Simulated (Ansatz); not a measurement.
# Cu$_{3}$Au in the Cu3Au type structure (space group Pm-3m, No. 221)

```yaml
crystal:
  lattice:
    - [3.71349, 0.00000, 0.00000]
    - [0.00000, 3.71349, 0.00000]
    - [0.00000, 0.00000, 3.71349]
  atoms:
    - { symbol: Cu, position: [0.00000, 0.50000, 0.50000] }
    - { symbol: Cu, position: [0.50000, 0.00000, 0.50000] }
    - { symbol: Cu, position: [0.50000, 0.50000, 0.00000] }
    - { symbol: Au, position: [0.00000, 0.00000, 0.00000] }
```

Calculations: DFT with PBEsol, PAW potentials and a 420 eV plane-wave cutoff in Ansatz (a quantum-chemistry and plane-wave program), no SOC. Settings: 13×13×13 k-points, 0.05 eV Fermi–Dirac smearing.

| Quantity | Result |
|---|---|
| Volume per atom | 12.80 Å³ |
| Density | 12.57 g/cm³ |
| Band gap | zero |
| Total energy | -8193.398 eV/atom (σ→0; compares only within this code and set-up) |

Stability against distortions was not tested. All final runs are without spin polarisation.
